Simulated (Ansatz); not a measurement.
Worked calculations on one periodic cell of amorphous Ta16O43W: Ta16O43W, 60 atoms, volume 850.5 Å³, made by a melt-quench on the CHGNet potential and relaxed with DFT. O atoms were pushed apart under 1.9 Å during the dynamics, to hinder bonds among them. It is a model cell: composition and starting density were chosen by hand, and all elements were melted together. Cycles of charging were run to anneal it. The numbers are results of PBE, scalar-relativistic without spin-orbit coupling (plane waves to 420 eV, PAW; Ansatz, a first-principles code), not measurements. Sampling: a 2×2×2 Γ-centred mesh; Fermi-Dirac width 0.02 eV; no spin polarisation. Its volume was relaxed, its shape was held as a cube, and it stands at a mean pressure of 0.0 GPa with stress components up to 1.7 GPa; the relaxation ran on the zone centre alone. Its density went from a set 7.37 to 7.35 g/cm³. The cell is small and was quenched far faster than a real film, so it is one sample of the glass.

Question: Count formal charges (Ta +5, O -2, W +6). What does the count lead one to expect at the Fermi level, and what does the calculation give?

Answer: 16 × (+5) + 43 × (-2) + 1 × (+6) = 0. The charges balance, so the anion-derived valence states can be full and a gap can open. On this mesh the highest filled and lowest empty level lie 2.81 eV apart, the PBE gap of this cell, with a localised state at one edge or both.

Four energies for an added electron at PBE on the zone centre alone (charged cells in a uniform background, spin-polarised): neutral at the neutral geometry -193754.154 eV; charged at the neutral geometry -193744.657 eV; charged and relaxed -193745.198 eV; neutral at the charged geometry -193753.536 eV.

Question: Find the two relaxation energies and their sum, the reorganisation energy.

Answer: On charging: -193744.657 − (-193745.198) = 0.541 eV. On discharging: -193753.536 − (-193754.154) = 0.618 eV. The sum is 1.159 eV. The carrier's level spreads over 6 of the 60 atoms' worth, so it counts as partly localised, most on one W atom with neighbours O 1.77 Å, O 1.79 Å, O 1.86 Å, O 1.94 Å, O 2.04 Å (neutral geometry). The values are uncorrected: the image energy of a point charge in this cell, 2.84 × 14.40 / (2 × 9.5) = 2.2 eV before screening, is screened by electrons alone at the fixed geometry and by ions too after relaxing, and the carrier can be spread before it relaxes, so each term can be off by up to that value times 1/ε∞, some tenths of an eV. PBE's self-interaction favours spread-out carriers, so a hybrid can localise more.

Four energies for a hole at PBE on the zone centre alone (charged cells in a uniform background, spin-polarised): neutral at the neutral geometry -193754.154 eV; charged at the neutral geometry -193760.535 eV; charged and relaxed -193760.950 eV; neutral at the charged geometry -193753.208 eV.

Question: Find the two relaxation energies and their sum, the reorganisation energy.

Answer: On charging: -193760.535 − (-193760.950) = 0.415 eV. On discharging: -193753.208 − (-193754.154) = 0.946 eV. The sum is 1.361 eV. The carrier's level spreads over 3 of the 60 atoms' worth, so it counts as localised, most on one O atom with neighbours Ta 1.91 Å, Ta 2.02 Å (neutral geometry). The values are uncorrected: the image energy of a point charge in this cell, 2.84 × 14.40 / (2 × 9.5) = 2.2 eV before screening, is screened by electrons alone at the fixed geometry and by ions too after relaxing, and the carrier can be spread before it relaxes, so each term can be off by up to that value times 1/ε∞, some tenths of an eV. PBE's self-interaction favours spread-out carriers, so a hybrid can localise more.
